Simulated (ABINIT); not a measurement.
**ABINIT run on ZnCu3 (P-6m2, 4 atoms in the cell): self-consistent single point**

Method of the run: LDA (PW92), PAW (JTH v2.0 LDA PAW) (plane waves; ABINIT 10.0.3).

The input file:

```
# ZnCu3, JTH v2.0 LDA PAW
pp_dirpath "./"
pseudos "Zn.LDA_PW-JTH.xml, Cu.LDA_PW-JTH.xml"
acell 4.8404574092 4.8404574092 15.8691452069
rprim
         1.0000000000    0.0000000225    0.0000000000
        -0.5000000195    0.8660253925    0.0000000000
         0.0000000000    0.0000000000    1.0000000000
natom 4
ntypat 2
znucl 30 29
typat 1 2 2 2
xred
         0.6666666667    0.3333333333    0.0000000000
         0.6666666667    0.3333333333    0.5000000000
         0.3333333333    0.6666666667    0.2540700000
         0.3333333333    0.6666666667    0.7459300000
ecut 60 Ry
pawecutdg 120 Ry
occopt 7
tsmear 0.00367493
nband 45
kptopt 1
ngkpt 12 12 3
nshiftk 1
shiftk 0 0 0
nstep 80
tolvrs 1.0e-11
prtwf 0
prtden 0
prtvol 1
enunit 1
```

Output (repeated stretches shortened):

```
 Symmetries : space group P-6 m 2 (#187); Bravais hP (primitive hexag.)

 -outvars: echo values of preprocessed input variables --------
            acell      4.8404574092E+00  4.8404574092E+00  1.5869145207E+01 Bohr
             ecut      3.00000000E+01 Hartree
           enunit           1
              ixc       -1012
         kptrlatt       12    0    0      0   12    0      0    0    3
          kptrlen      4.76074356E+01
            natom           4
            nband          45
            ngfft          24      24      80
          ngfftdg          36      36     120
             nkpt          38
            nstep          80
             nsym          12
           ntypat           2
           occopt           7
        pawecutdg      6.00000000E+01 Hartree
            rprim      1.0000000000E+00  2.2500000000E-08  0.0000000000E+00
                      -5.0000001950E-01  8.6602539250E-01  0.0000000000E+00
                       0.0000000000E+00  0.0000000000E+00  1.0000000000E+00
          spgroup         187
           tolvrs      1.00000000E-11
           tsmear      3.67493000E-03 Hartree
            typat      1  2  2  2
           useylm           1
             xred      6.6666666670E-01  3.3333333330E-01  0.0000000000E+00
                       6.6666666670E-01  3.3333333330E-01  5.0000000000E-01
                       3.3333333337E-01  6.6666666663E-01  2.5407000000E-01
                       3.3333333337E-01  6.6666666663E-01  7.4593000000E-01
            znucl       30.00000   29.00000

== DATASET  1 ==================================================================

 Real(R)+Recip(G) space primitive vectors, cartesian coordinates (Bohr,Bohr^-1):
 R(1)=  4.8404574  0.0000001  0.0000000  G(1)=  0.2065920  0.1192760  0.0000000
 R(2)= -2.4202288  4.1919590  0.0000000  G(2)= -0.0000000  0.2385519  0.0000000
 R(3)=  0.0000000  0.0000000 15.8691452  G(3)=  0.0000000  0.0000000  0.0630154
 Unit cell volume ucvol=  3.2200082E+02 bohr^3
 Angles (23,13,12)=  9.00000000E+01  9.00000000E+01  1.20000000E+02 degrees

 Coarse grid specifications (used for wave-functions):

 getcut: wavevector=  0.0000  0.0000  0.0000  ngfft=  24  24  80
         ecut(hartree)=     30.000   => boxcut(ratio)=   2.01094

 Fine grid specifications (used for densities):

 getcut: wavevector=  0.0000  0.0000  0.0000  ngfft=  36  36 120
         ecut(hartree)=     60.000   => boxcut(ratio)=   2.13292

   8.02817818E+03                                ecore*ucvol(ha*bohr**3)

_setup2: Arith. and geom. avg. npw (full set) are    2527.896    2527.849

--- !BeginCycle
solver: {iscf: 17, nstep: 80, nline: 4, wfoptalg: 10, }
tolerances: {tolvrs: 1.00E-11, }
...

     iter   Etot(hartree)      deltaE(h)  residm     nres2
 ETOT  1  -647.04014297367    -6.470E+02 4.635E+01 6.714E+01
 ETOT  2  -660.02262601355    -1.298E+01 1.607E+00 9.175E+02
 ETOT  3  -659.04018828441     9.824E-01 8.378E-01 1.647E+02
 ETOT  4  -658.97639951280     6.379E-02 7.056E-01 7.748E+01
 ETOT  5  -658.85607225003     1.203E-01 1.830E-01 9.446E+00
 ETOT  6  -658.84549152205     1.058E-02 6.870E-02 5.218E+00
   [... 18 lines left out ...]
 ETOT 25  -658.83716759786     2.842E-12 1.198E-04 9.650E-11
 ETOT 26  -658.83716759786    -7.731E-12 1.878E-04 1.322E-10
 ETOT 27  -658.83716759786     4.775E-12 8.410E-05 2.342E-11
 ETOT 28  -658.83716759786    -2.842E-12 1.750E-04 1.033E-11
 ETOT 29  -658.83716759786     4.547E-12 6.558E-05 3.188E-12

 At SCF step   29       nres2   =  3.19E-12 < tolvrs=  1.00E-11 =>converged.

 Cartesian components of stress tensor (hartree/bohr^3)
  sigma(1 1)=  2.14101997E-04  sigma(3 2)=  0.00000000E+00
  sigma(2 2)=  2.14102003E-04  sigma(3 1)=  0.00000000E+00
  sigma(3 3)=  3.56245738E-04  sigma(2 1)=  1.29358342E-12

 ----iterations are completed or convergence reached----

 reduced coordinates (array xred) for    4 atoms
       0.666666666700      0.333333333300      0.000000000000
       0.666666666700      0.333333333300      0.500000000000
       0.333333333367      0.666666666633      0.254070000000
       0.333333333367      0.666666666633      0.745930000000
 cartesian forces (eV/Angstrom) at end:
    1      0.00000000000000     0.00000000000000    -0.00000000000000
    2      0.00000000000000    -0.00000000000000    -0.00000000000000
    3     -0.00000000000000    -0.00000000000000     0.07048427857165
    4      0.00000000000000     0.00000000000000    -0.07048427857165
 frms,max,avg= 2.8775086E-02 7.0484279E-02   0.000E+00  0.000E+00  0.000E+00 e/A
 length scales=  4.840457409200  4.840457409200 15.869145206900 bohr
              =  2.561459740099  2.561459740099  8.397589963297 angstroms
 Fermi (or HOMO) energy (eV) =   8.67696   Average Vxc (eV)= -12.08490
 Eigenvalues (   eV  ) for nkpt=  38  k points:
 kpt#   1, nband= 45, wtk=  0.00231, kpt=  0.0000  0.0000  0.0000 (reduced coord)
-103.27222 -103.27206 -103.07951  -61.11772  -61.10945  -61.03602  -61.03602  -61.03575
 -61.03575  -60.90237  -60.84557  -60.84557   -1.80181   -0.00440    0.91156    0.91156
   1.00824    1.21370    1.50612    1.50612    3.77981    5.06457    5.51061    5.55757
   5.55757    5.58335    5.58335    5.74840    5.74840    6.21797    6.21797    6.49136
   6.49136    6.81345    6.81345    6.96655   11.17940   20.01337   20.06045   28.62148
  28.62148   29.24608   30.39004   30.39973   30.41392
 prteigrs : prtvol=0 or 1, do not print more k-points.

--- !EnergyTerms
comment             : Components of total free energy in Hartree
kinetic             :  3.98063295322097E+01
hartree             :  1.53517176105824E+02
xc                  : -1.00819407712533E+01
Ewald energy        : -3.92414872300475E+02
psp_core            :  2.49321671977419E+01
local_psp           : -3.94735284958195E+02
spherical_terms     : -7.98604914513903E+01
internal            : -6.58836916645538E+02
'-kT*entropy'       : -2.50847570356104E-04
total_energy        : -6.58837167493108E+02
total_energy_eV     : -1.79278710658901E+04
...

-Cartesian components of stress tensor (GPa)         [Pressure= -7.6931E+00 GPa]
- sigma(1 1)=  6.29909717E+00  sigma(3 2)=  0.00000000E+00
- sigma(2 2)=  6.29909735E+00  sigma(3 1)=  0.00000000E+00
- sigma(3 3)=  1.04811097E+01  sigma(2 1)=  3.80585319E-08

 Calculation completed.
```

The run converged in 29 iterations.

The starting cell comes from a database of computed structures (which also holds hypothetical and non-ambient phases and stackings), without a prior relaxation at this level. Spin polarisation is off. With a pressure of about -8 GPa the cell is away from its equilibrium volume at this level.

These are the values that this program gave, and no reference: the one-centre exchange-correlation terms come from a truncated expansion.

Cost on one core of a shared machine: roughly 6 min.
